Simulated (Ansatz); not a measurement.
Take Hf in the hcp (Mg type) structure (space group P6_3/mmc, No. 194; a = 3.198 Å, c = 5.049 Å; relaxed with 0.1 eV smearing) as the base. Axes: x lies along a and z along c of the hexagonal cell.

Structures relaxed with r2SCAN, PAW, 500 eV (Ansatz, a quantum-chemistry and plane-wave program; without spin-orbit coupling).

Base:

Simulated powder pattern, Cu Kα1, λ = 1.54056 Å (kinematic, ideal powder, no thermal factors, no anomalous dispersion; the 10 strongest lines at most, above 2 %, up to 2θ = 90°):

| 2θ (°) | I/Imax (%) | hkl |
|---|---|---|
| 32.29 | 24 | (100) |
| 35.53 | 25 | (002) |
| 36.99 | 100 | (101) |
| 48.77 | 16 | (102) |
| 57.59 | 19 | (110) |
| 64.76 | 20 | (103) |
| 69.53 | 22 | (112) |
| 70.44 | 16 | (201) |
| 78.75 | 3.9 | (202) |
| 84.23 | 3.4 | (104) |

After one change:

Simulated powder pattern, Cu Kα1, λ = 1.54056 Å (kinematic, ideal powder, no thermal factors, no anomalous dispersion; the 10 strongest lines at most, above 2 %, up to 2θ = 90°):

| 2θ (°) | I/Imax (%) |
|---|---|
| 31.22 | 24 |
| 36.23 | 100 |
| 36.31 | 22 |
| 48.63 | 15 |
| 55.56 | 20 |
| 65.13 | 3.1 |
| 65.28 | 19 |
| 68.16 | 16 |
| 68.21 | 22 |
| 76.91 | 3.9 |

Problem. Which change produced these results?
(A) biaxial strain −0.48 %, plane normal [001], relaxed out of plane
(B) uniaxial strain ε_xx = −1.40 %
(C) biaxial strain +3.34 %, plane normal [001], relaxed out of plane
(D) strain tensor (xx, yy, zz, yz, xz, xy) = (+0.57, +0.37, −0.11, −0.47, −0.59, +0.36) %

Solution. C, biaxial strain +3.34 %, plane normal [001], relaxed out of plane. Its volume per atom is 23.38 Å³ against 22.36 Å³, and its space group is P6_3/mmc (No. 194).

Whether these cells are dynamically stable was not tested. The final runs are not spin-polarised.
